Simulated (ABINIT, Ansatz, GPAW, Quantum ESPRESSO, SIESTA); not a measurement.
One structure in several programs: RbTl3 (Fm-3m, 4 atoms in the cell)

Self-consistent single point.

```
CELL_PARAMETERS angstrom
      0.00000     4.18059     4.18059
      4.18059     0.00000     4.18059
      4.18059     4.18059     0.00000
ATOMIC_POSITIONS crystal
  Rb 0.00000 0.00000 0.00000
  Tl 0.25000 0.25000 0.25000
  Tl 0.75000 0.75000 0.75000
  Tl 0.50000 0.50000 0.50000
```

Shared settings, as Ansatz (a first-principles code) writes them: kpoints.mp_grid.grid = 7 7 7; scf.occupations.method = gaussian; scf.occupations.width = 0.1 eV. Potentials and cutoffs stand in the table.

```tsv
code	model	pressure (GPa)	cutoff
GPAW	PBEsol, GPAW PAW datasets PBEsol (made by gpaw-setup)	-2.66	550 eV
Quantum ESPRESSO	PBEsol, SSSP 1.1.2 efficiency (PBE) pseudopotentials	-2.69	60 Ry
SIESTA	GGA PBEsol, numerical atomic orbitals DZP, PseudoDojo PBEsol standard norm-conserving potentials (rewritten from UPF to PSML)	-2.31	grid 350 Ry
Ansatz	PBEsol, PAW files made with PBE	-2.47	default
ABINIT	PBEsol, norm-conserving pseudopotentials (PseudoDojo nc-sr-04 PBEsol standard)	-2.48	62 Ry
```

On Ansatz's run: spin-orbit coupling is off.

The spread over the programs that give each value: pressure within 0.38 GPa.

SIESTA uses small atom-centred bases, whose incompleteness enters pressures, forces and empty levels differently from a plane-wave cutoff. Ansatz's pressure is given at a fixed set of plane waves, as the other plane-wave codes print theirs.

The starting cell comes from a database of computed structures (which also holds hypothetical and non-ambient phases and stackings), without a prior relaxation at this level. Its lattice was rescaled by a random factor within 2.5 % of one.

Left out of this page: Elk and FLEUR (not drawn, or without a comparable value).

Keys are those of Ansatz 0.2.
